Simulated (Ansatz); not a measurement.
I on the 1x1 (111) surface of fcc Ag, one in a 2x2 cell, started at the site 'top Ag'

Calculation: PBE (plane waves to 420 eV, PAW; Ansatz, a program for electronic structure).

Set-up: 17 atoms, 7.1 Å thick at the start under the adsorbate (thin: gaps and levels are the slab's own); mesh 6x6x1; 0.1 eV smearing; dipole correction on; 8 atoms held, the rest relaxed; held to the start's symmetry, so lower structures may exist; no spin, no spin-orbit, no U, no dispersion correction. At the end it is bonded to Ag. In PBE this state lies 0.36 eV over the lowest of the starts that converged ('hollow Ag-Ag-Ag over Ag at depth 4.7 Å').

```json
{
 "adsorption energy against ½ I2(g)": "-0.94 eV",
 "work_function_of_the_top_face": "5.53 eV",
 "change_of_the_work_function": "1.09 eV",
 "change_of_the_step_from_the_bottom_to_the_top_vacuum_level_against_the_clean_slab": "1.08 eV",
 "energy_released_by_relaxation": "0.15 eV",
 "height of the binding atom over the mean of the host atoms within 0.3 Å of the top one": "4.979 bohr",
 "nearest_host_atoms_of_the_binding_atom": "Ag at 2.68 Å, Ag at 3.93 Å, Ag at 3.93 Å",
 "largest_move_of_a_host_atom": "0.05 Å",
 "cost": "about 4 core-minutes (a rough figure)"
}
```

A negative adsorption energy means that the adsorbate is more stable on the surface than in its reference.
